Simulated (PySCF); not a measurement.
PySCF 2.14.0, WB97X/def2-svp, df: Mo(O)(S)(OSiH3)2 ([O]=[Mo](=[S])([O][SiH3])[O][SiH3]), 13 atoms. The geometry is a generated start, not checked to be a minimum at this level.

task: energy
method: wb97x
basis: def2-svp
two-electron scheme: density fitting
mol.max_memory: 3000 MB
mf.max_cycle: 100
mf.init_guess: minao (default)
mf.DIIS: CDIIS (default)
mf.diis_space: 8 (default)
mf.conv_tol: 1e-09 (default)
mf.grids.level: 3 (default)
effective core potentials: those of the basis set, past Kr
basis functions: 157
grid points: 180776

```xyz
13

Mo     0.6125     0.5436     1.0145
O      2.0965     1.2262     1.1516
S     -0.3185     0.6394     2.9510
O      0.6538    -1.1733     0.5881
Si     0.8657    -2.7100     0.0924
H     -0.2877    -3.4514     0.6274
H      2.1593    -3.1535     0.6301
H      0.8425    -2.6451    -1.3805
O     -0.4761     1.4028    -0.0847
Si    -1.3699     2.1960    -1.1914
H     -2.7088     1.5893    -1.1067
H     -0.7352     1.9247    -2.4939
H     -1.3340     3.6114    -0.7978
```

Charge 0 and multiplicity 1 are set for this test and not shown to be the ground state.

One run each on 2 threads, 1 BLAS thread. Values of level_shift (Hartree) tried: 0 (default), 0.1, 0.3, 1.

Q: Predict the course of the Fock builds along this series.

A: Fewest Fock builds, within one of each other: 0 (default) with 16, 0.1 with 17. The count rises to 33 at 1. All converge to one solution.

```csv
level_shift (Hartree),Fock builds,end
0 (default),16,same solution
0.1,17,same solution
0.3,20,same solution
1,33,same solution
```
